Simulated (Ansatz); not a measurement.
# Mg2Sn: pressure series

The parent structure is Mg$_{2}$Sn (space group Fm-3m, No. 225).

```cif
data_Mg8Sn4
_chemical_formula_sum 'Mg8 Sn4'
_space_group_name_H-M_alt 'Fm-3m'
_space_group_IT_number 225
_space_group_name_Hall '-F 4 2 3'
_cell_length_a 6.66384
_cell_length_b 6.66384
_cell_length_c 6.66384
_cell_angle_alpha 90.000
_cell_angle_beta 90.000
_cell_angle_gamma 90.000
loop_
_atom_site_label
_atom_site_type_symbol
_atom_site_symmetry_multiplicity
_atom_site_Wyckoff_symbol
_atom_site_fract_x
_atom_site_fract_y
_atom_site_fract_z
_atom_site_occupancy
Mg1 Mg 8 c 0.25000 0.25000 0.25000 1
Sn1 Sn 4 a 0.00000 0.00000 0.00000 1
```
(The calculation used a cell of 3 atoms; values per cell refer to that cell.)

Cell and atoms are relaxed at each pressure.

Level of theory: Kohn–Sham DFT with the LDA functional, run in Ansatz (an electronic-structure program) with PAW and 420 eV plane waves, scalar-relativistic without spin-orbit coupling.

Notes on the quantities. enthalpy: H = E + PV relative to the base's energy.

```csv
change,shortest interatomic distance,enthalpy,density
base,288.6 pm,–,3.76 g/cm³
pressure −2 GPa,293.2 pm,-0.31 eV/atom,3.58 g/cm³
pressure −1 GPa,290.7 pm,-0.16 eV/atom,3.67 g/cm³
pressure 0.9 GPa,286.8 pm,+0.14 eV/atom,3.83 g/cm³
pressure 2.1 GPa,284.6 pm,+0.32 eV/atom,3.91 g/cm³
pressure 4.5 GPa,280.8 pm,+0.66 eV/atom,4.07 g/cm³
pressure 9 GPa,275.1 pm,+1.28 eV/atom,4.33 g/cm³
pressure 15 GPa,269.2 pm,+2.06 eV/atom,4.62 g/cm³
pressure 22.5 GPa,?,+2.96 eV/atom,?
pressure 30 GPa,258.9 pm,+3.82 eV/atom,5.20 g/cm³
```

Question: Complete the table.

Answer: 
- pressure 22.5 GPa, shortest interatomic distance: 263.5 pm
- pressure 22.5 GPa, density: 4.93 g/cm³

Load acts through the strain it causes; cell and atoms are relaxed under it. Whether these cells are dynamically stable was not tested. Competing high-pressure phases were not computed.
